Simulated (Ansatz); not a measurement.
Rh (R-3m): band-structure transport figures

```
Rh
1.0
    0.00560     1.89389     1.89389
    1.89389     0.00560     1.89389
    1.89389     1.89389     0.00560
Rh
1
Direct
  0.00000   0.00000   0.00000
```

The numbers are results of PBEsol, rigid bands (plane waves, PAW, scalar-relativistic; Ansatz, a program for electronic structure), not measurements. Condition of this run: uniaxial stress along [111] of -2 GPa (compression positive) (the target of the relaxation). How the cell was made: cell and atoms relaxed with PBEsol, then loaded as said.

```yaml
density of states at the Fermi level: 1.24 states/(eV·cell), both spins
bare Sommerfeld coefficient: 2.9 mJ/(mol of atoms·K²)
drude_plasma_energy: 10.2 eV
root-mean-square Fermi velocity: 6.6e5 m/s
resistivity times τ: 4.7 ×10⁻²² Ω·m·s
resistivity_times_mean_free_path: 3.3 ×10⁻¹⁶ Ω·m²
```

A metal at this level (no band gap); rigid bands, thermally averaged at 300 K, both spins. Spin-orbit coupling is left out. τ is one relaxation time for all states; the product of resistivity and mean free path takes one path for all states instead.
